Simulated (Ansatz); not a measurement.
A periodic model of amorphous Hf18O39Ga2:

```xyz
59
Lattice="9.4287 -0.1930 0.1762 -0.1930 9.0408 -0.0556 0.1762 -0.0556 8.9076" Properties=species:S:1:pos:R:3 pbc="T T T"
Hf     5.2022     0.4753     8.3433
Hf     0.9661     2.5358     1.6572
Hf     3.5901     4.0260     0.1245
Hf     5.4573     5.1318     3.6318
Hf     7.0698     8.6880     2.4735
Hf     8.4240     6.6505     8.3023
Hf     1.7259     6.1207     6.3236
Hf     5.0538     6.4261     7.2186
Hf     4.1863     2.0348     3.0409
Hf     7.9184     3.1080     3.9240
Hf     1.2930     8.7285     4.1783
Hf     4.4349     8.2546     4.5349
Hf     6.6812     3.5188     7.1596
Hf     9.2738     6.0451     2.9071
Hf     8.0583     0.5986     6.1103
Hf     0.5032     3.3348     7.4447
Hf     3.1515     7.1337     1.2022
Hf     2.0007     0.2782     7.5608
O      3.2363     5.9714     8.0812
O      3.9709     3.7253     4.1732
O      1.2963     6.4678     1.4268
O      8.4006     1.7577     2.2584
O      2.9349     7.8320     3.1559
O      5.5110     2.7401     8.9883
O      3.4883     1.7562     7.4184
O      6.0542     3.0154     2.7237
O      2.5289     8.0560     5.8284
O      7.3142     0.8721     4.3438
O      8.9124     8.0701     3.5297
O      3.0882     2.5926     1.4715
O      0.8888     7.5207     7.7011
O      1.5037     3.9335     0.1399
O      5.2322     0.3352     2.8171
O      2.8801     8.9169     0.1583
O      5.9793     7.2034     3.5062
O      8.0080     7.1239     1.3489
O      4.6715     4.1313     7.0660
O      8.1450     3.2952     8.7096
O      4.2062     5.3007     1.6564
O      0.7447     1.5277     8.5709
O      6.7146     0.5641     0.7002
O      4.9868     7.5838     0.0653
O      6.4923     4.0559     5.1658
O      2.0119     3.9986     6.2045
O      6.7540     5.5029     7.8128
O      5.0440     8.3842     6.5370
O      8.5381     2.7334     5.9988
O      0.8462     6.4949     4.5424
O      0.7270     0.7734     5.8783
O      9.4298     5.1178     7.3077
O      1.6980     1.2828     3.0510
O      0.3020     4.0102     2.9432
O      6.5086     1.4811     7.0282
O      7.5125     5.0209     3.1253
O      7.7233     7.9049     6.9895
O      4.4184     6.2003     5.2138
O      3.7769     1.1996     4.8417
Ga     6.9541     2.4041     1.0753
Ga     3.5908     2.9567     5.8838
```

Calculation: PBE, scalar-relativistic without spin-orbit coupling (plane waves to 420 eV, PAW; Ansatz, a program for electronic structure).

Preparation: random packing, a CHGNet melt and quench, and a DFT relaxation. O atoms were pushed apart under 1.9 Å during the dynamics, to hinder bonds among them. The hot cell started wider than the set density and was brought back towards it in steps. It is the lowest in DFT energy of 2 quenches. It is a model cell: composition and starting density were chosen by hand, and all elements were melted together. No dispersion term was used. Its density started from a set value of 8.70 and ended at 8.70 g/cm³. Cooling (nominally 380 K/ps over its main leg) ran many orders faster than in experiment, which tends to leave more defects and strain. A cell of this size samples the disorder only roughly. The volume was held where the preparation left it and the shape relaxed, at a PBE pressure of 0.3 GPa. Stress components on the final sampling reach 1.7 GPa. Cycles of charging lowered its energy after that relaxation.

Cut-offs for bonds: Hf-Hf 3.34 Å, Hf-O 2.52 Å, Hf-Ga 3.01 Å, O-O 1.58 Å, O-Ga 2.26 Å, Ga-Ga 2.68 Å. Two cations that share two anions don't count as bonded, nor two that share one unless they lie closer than Hf-Hf 3.25 Å, Hf-Ga 2.93 Å, Ga-Ga 2.61 Å.

Give the coordination numbers, mean bond lengths and angles.


```
Quantity                                                          Result
---------------------------------  -------------------------------------
Mean coordination of Hf by anions    6.17 (3 with 5, 9 with 6, 6 with 7)
Mean coordination of O              3.10 (3 with 2, 29 with 3, 7 with 4)
Mean coordination of Ga by anions                        5.00 (2 with 5)
Mean Hf-O bond                     2.134 Å (spread 0.101 Å, 111 counted)
Mean O-Ga bond                      1.949 Å (spread 0.048 Å, 10 counted)
Bond angle at Hf                               mean 102.6°, spread 28.6°
Bond angle at O                                mean 114.4°, spread 17.0°
Bond angle at Ga                               mean 106.9°, spread 25.9°
```

List the pairs of like atoms that count as bonded by the rules above.

There are none by these rules.
